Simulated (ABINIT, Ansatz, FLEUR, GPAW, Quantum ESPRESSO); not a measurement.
Code comparison for GaAs (F-43m, 2 atoms in the cell)

Self-consistent single point.

```
CELL_PARAMETERS angstrom
      0.00000     2.82500     2.82500
      2.82500     0.00000     2.82500
      2.82500     2.82500     0.00000
ATOMIC_POSITIONS crystal
  Ga 0.00000 0.00000 0.00000
  As 0.25000 0.25000 0.25000
```

Shared settings, as Ansatz (a program for electronic structure) writes them: kpoints.mp_grid.grid = 2 2 2; scf.occupations.method = fermi_dirac; scf.occupations.width = 0.01 eV. Potentials and cutoffs stand in the table.

```json
[
 {"code": "Quantum ESPRESSO", "model": "PBE, GBRV 1.5 ultrasoft (PBE) pseudopotentials", "pressure (GPa)": "9.53", "gap on the mesh (eV)": "0.473", "cutoff": "50 Ry"},
 {"code": "ABINIT", "model": "PBE, norm-conserving pseudopotentials (PseudoDojo nc-sr-05 PBE standard)", "pressure (GPa)": "9.41", "gap on the mesh (eV)": "0.461", "cutoff": "42 Ha"},
 {"code": "GPAW", "model": "PBE, GPAW PAW datasets PBE (gpaw-data 1.0.1)", "pressure (GPa)": "10.67", "gap on the mesh (eV)": "0.528", "cutoff": "550 eV"},
 {"code": "FLEUR", "model": "PBE, all-electron FLAPW (FLEUR), scalar-relativistic valence", "pressure (GPa)": "–", "gap on the mesh (eV)": "0.458", "cutoff": "Kmax 3.8 1/bohr"},
 {"code": "Ansatz", "model": "PBE, default PAW files", "pressure (GPa)": "9.26", "gap on the mesh (eV)": "0.462", "cutoff": "default"}
]
```

A dash marks a value that a program does not give, or that is left out as unsure.

Gaps are read on the mesh.

The spread over the programs that give each value: pressure within 1.41 GPa; gap on the mesh within 0.070 eV.

FLEUR treats all electrons, but the usual bases taken here (sphere radii, linearisation, local orbitals, empty states) were not tested for convergence, so the values are no reference for the others. Ansatz's pressure is given at a fixed set of plane waves, as the other plane-wave codes print theirs; with its correction for the finite basis it is 9.30 GPa. In the pressure, GPAW (by 1.20) lies more than 1 GPa from the median of the plane-wave programs.

On the base mesh (8 8 8) the same programs gave: Ansatz pressure 3.39 GPa, gap on the mesh 0.530 eV; Quantum ESPRESSO pressure 3.58 GPa, gap on the mesh 0.539 eV; ABINIT pressure 3.54 GPa, gap on the mesh 0.530 eV; GPAW pressure 4.50 GPa, gap on the mesh 0.602 eV; FLEUR gap on the mesh 0.528 eV.

The values differ from the base mesh's, so the mesh still matters here: the table compares the programs at equal settings.

The starting cell has typed, rounded lattice constants, without a prior relaxation at this level.

Left out of this page: CP2K (on another mesh); Elk (not drawn, or without a comparable value); SIESTA (unsound by tests on forces, stress, charge or solver warnings).

Keys are those of Ansatz 0.2.
